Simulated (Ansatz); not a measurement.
The reference is Si₃P₄ (space group I-43d, No. 220; a = 8.083 Å; a hypothetical phase, not in the database extracts checked).

(Cell as relaxed with PBE.)

Levels (all Ansatz, an electronic-structure program, PAW): PBE (420 eV, spin-orbit coupling left out); PBEsol (420 eV, spin-orbit coupling left out).

Each level relaxes its own structure.

```
base                      PBE    PBEsol
-------------------  --------  --------
volume per atom      18.86 Å³  17.98 Å³
lattice parameter a   8.083 Å   7.956 Å
band gap                 zero      zero
```

The change: cell and atoms relaxed at a pressure of 0.3 GPa.

| quantity | PBE | PBEsol |
|---|---|---|
| shortest interatomic distance | 2.277 Å | 2.263 Å |
| band gap | zero | zero |

PBE's shortest interatomic distance lies 0.0132 Å above PBEsol's (0.6 %); the two agree on the band gap. Neither level is exact; PBEsol is the comparison here, not a measurement.

Load acts through the strain it causes; cell and atoms are relaxed under it. Stability against distortions was not tested. All final runs are without spin polarisation. A zero or small gap of Si3P4 can be the functional's error rather than a property of the material.
